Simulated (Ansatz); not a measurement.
Consider AlN in the wurtzite structure (space group P6_3mc, No. 186; a = 3.107 Å, c = 4.978 Å). Axes: x lies along a and z along c of the hexagonal cell.

Computed with r2SCAN (Ansatz, an electronic-structure program; PAW; 500 eV plane waves; without spin-orbit coupling).

For the base:

The valence-band top at Γ comes out as 0.00, -0.22, -0.22 eV and the band gap comes out as 4.88 eV.

The change: the symmetric strain tensor [0.0119 -0.0078 0.0128; -0.0078 0.0248 -0.0017; 0.0128 -0.0017 0.0063]; the atoms relax in the strained cell.

Problem. How does this affect the valence-band top at Γ, energy relative to the base, stress, largest internal atomic displacement and band gap?

Solution. The valence-band top at Γ (three highest levels, from the VBM) goes from 0.00, -0.22, -0.22 eV to 0.00, -0.28, -0.38 eV; the energy grows by 18 meV/atom; the stress (xx, yy, zz, yz, xz, xy; compression positive) amounts to (-8.18, -11.38, -5.60, 0.49, -3.05, 1.98) GPa; the largest internal atomic displacement amounts to 0.013 Å; the band gap drops by 0.475 eV (4.88 eV → 4.40 eV).

No phonon test of stability was made.
